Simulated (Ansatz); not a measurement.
Consider SrCl2 in the fluorite structure (space group Fm-3m, No. 225).

```xyz
3
Lattice="0.0000 3.4539 3.4539 3.4539 0.0000 3.4539 3.4539 3.4539 0.0000" Properties=species:S:1:pos:R:3 pbc="T T T"
Sr     0.0000     0.0000     0.0000
Cl     1.7270     1.7270     1.7270
Cl     5.1809     5.1809     5.1809
```

Cartesian axes are those of the cell as printed.

All numbers come from plane-wave PAW DFT at the PBEsol level (Ansatz, an electronic-structure program, 420 eV), scalar-relativistic without spin-orbit coupling.

Strains are applied to the cell and any free atomic positions relax; under biaxial strain the out-of-plane vector relaxes too.

One change was made to it. Results:

```tsv
quantity	base	after
energy relative to the base (free energy F)	0 meV/atom	+5.9 meV/atom
pressure (mean of the normal stresses, compression positive)	0.00 GPa	1.17 GPa
electron mass	0.37 mₑ (at Γ)	1.00 mₑ along k, 0.59 mₑ across (at X)
band gap	5.25 eV	5.23 eV
```

**Question.** Name the change that was made.
(A) biaxial strain −1.00 %, plane normal [001], relaxed out of plane
(B) biaxial strain +0.50 %, plane normal [001], relaxed out of plane
(C) biaxial strain −2.00 %, plane normal [001], relaxed out of plane

**Answer.** C, biaxial strain −2.00 %, plane normal [001], relaxed out of plane. For comparison, the energy relative to the base in the other runs: biaxial strain +0.50 %, plane normal [001], relaxed out of plane gives +0.3 meV/atom; biaxial strain −1.00 %, plane normal [001], relaxed out of plane gives +1.4 meV/atom.

Masses are band curvatures over ±0.01 Å⁻¹ around the edge. Along k means along the line from Γ to the band edge. Gaps are read on the SCF mesh and a high-symmetry path. Stability against distortions was not tested.
